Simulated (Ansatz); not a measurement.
Input:

```
C
1.0
    0.00000     1.80918     1.80918
    1.80918     0.00000     1.80918
    1.80918     1.80918     0.00000
C
2
Direct
  0.00000   0.00000   0.00000
  0.25000   0.25000   0.25000
```

Calculation: r2SCAN, rigid bands (plane waves, PAW, scalar-relativistic; Ansatz, a first-principles code). Condition of this run: hydrostatic pressure of -22 GPa (compression positive) (the target of the relaxation). Cell: cell and atoms relaxed with PBEsol, then loaded as said.

What conductivity effective mass do dilute holes have at 300 K?

0.46 mₑ.

What conductivity effective mass do dilute electrons have at 300 K?

0.39 mₑ.

And the band gap?

4.25 eV at this level; semilocal functionals usually fall short of the measured gap.

Rigid bands, one relaxation time for all states, no polarons. Spin-orbit coupling is left out. Geometry: cell and atoms relaxed with PBEsol.
